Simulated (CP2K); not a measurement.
Worked example: self-consistent single point of TiSi2 (Cmcm, 6 atoms in the cell) in CP2K.

Method: LDA (Pade form), GPW, DZVP-MOLOPT-SR-GTH basis, GTH-PADE potentials (GTH_POTENTIALS) (CP2K).

```
TiSi2
1.0
    7.02786     0.00000     0.00000
   -6.13055     3.43616     0.00000
    0.00000     0.00000     3.58656
Ti Si
2 4
Direct
  0.89688   0.10312   0.75000
  0.10312   0.89688   0.25000
  0.55825   0.44175   0.75000
  0.44175   0.55825   0.25000
  0.24969   0.75031   0.75000
  0.75031   0.24969   0.25000
```

Reference input (self-consistent single point, DFT PBE, GPW, DZVP-MOLOPT-SR-GTH basis, GTH-PBE potentials (GTH_POTENTIALS)): CUTOFF = 600 Ry; REL_CUTOFF = 60 Ry; SMEAR/METHOD = GAUSSIAN; SIGMA = 0.2 eV; KPOINTS/SCHEME = MONKHORST-PACK 7 7 7; XC_FUNCTIONAL = PBE; Ti/BASIS_SET = DZVP-MOLOPT-SR-GTH-q12; Ti/POTENTIAL = GTH-PBE-q12; Si/BASIS_SET = DZVP-MOLOPT-SR-GTH-q4; Si/POTENTIAL = GTH-PBE-q4; METHOD = GPW; EPS_DEFAULT = 1e-10. This run's input differs from it in these lines:

```diff
@@ -43,3 +43,3 @@
     &XC
-      &XC_FUNCTIONAL PBE
+      &XC_FUNCTIONAL PADE
       &END XC_FUNCTIONAL
@@ -77,3 +77,3 @@
       BASIS_SET DZVP-MOLOPT-SR-GTH-q12
-      POTENTIAL GTH-PBE-q12
+      POTENTIAL GTH-PADE-q12
     &END KIND
@@ -81,3 +81,3 @@
       BASIS_SET DZVP-MOLOPT-SR-GTH-q4
-      POTENTIAL GTH-PBE-q4
+      POTENTIAL GTH-PADE-q4
     &END KIND
```

The program printed (abridged):

```
 SCF WAVEFUNCTION OPTIMIZATION

  Step     Update method      Time    Convergence         Total energy    Change
     1 NoMix/Diag. 0.20E+00      -     1.94910429      -133.6312832276 -1.34E+02
     2 Broy./Diag. 0.20E+00      -     0.02602051      -133.0498212035  5.81E-01
     3 Broy./Diag. 0.20E+00      -     0.05317021      -132.8873084122  1.63E-01
     4 Broy./Diag. 0.20E+00      -     0.02931086      -132.6374099473  2.50E-01
     5 Broy./Diag. 0.20E+00      -     0.00115893      -132.3628435562  2.75E-01
     6 Broy./Diag. 0.20E+00      -     0.00170321      -132.3389031152  2.39E-02
   [... 3 lines left out ...]
    10 Broy./Diag. 0.20E+00      -     0.00002834      -132.3505131458 -1.86E-04
    11 Broy./Diag. 0.20E+00      -     0.00000948      -132.3505962289 -8.31E-05
    12 Broy./Diag. 0.20E+00      -     0.00000794      -132.3506417784 -4.55E-05
    13 Broy./Diag. 0.20E+00      -     0.00000028      -132.3506517583 -9.98E-06
  *** SCF run converged in    13 steps ***

  Overlap energy of the core charge distribution:               0.00000000000284
  Self energy of the core charge distribution:               -254.83012768855599
  Core Hamiltonian energy:                                     63.15407339231241
  Hartree energy:                                              78.78976708311494
  Exchange-correlation energy:                                -19.46319358796115
  Smearing free energy correction:                             -0.00117095697763
  Fermi energy:                                                 0.38901049180416

  Total energy:                                              -132.35065175829769
  Total energy (extrapolated to sigma->0):                   -132.35006627980889

   [... lines left out ...]

 STRESS| Analytical stress tensor [bar]
 STRESS|                        x                   y                   z
 STRESS|      x       -6.59954672447E+04  -2.81793051813E+03  -1.97215524773E-09
 STRESS|      y       -2.81793051813E+03  -7.60517616268E+04   1.62769127497E-09
 STRESS|      z       -1.97215524773E-09   1.62769127497E-09  -8.19014913190E+04
 STRESS| 1/3 Trace                                            -7.46495733968E+04
```

The run converged in 13 iterations. Against the reference run the pressure goes from -0.17 to -7.46 GPa and the largest force goes from 0.127 to 0.112 eV/Å.

The starting cell comes from a database of computed structures (which also holds hypothetical and non-ambient phases and stackings), without a prior relaxation at this level. Its lattice was rescaled by a random factor within 2.5 % of one. Spin polarisation is off. Values carry the incompleteness of an atom-centred basis. With a pressure of about -7 GPa the cell is away from its equilibrium volume at this level.

Cost on one core of a shared machine: roughly 80 s.
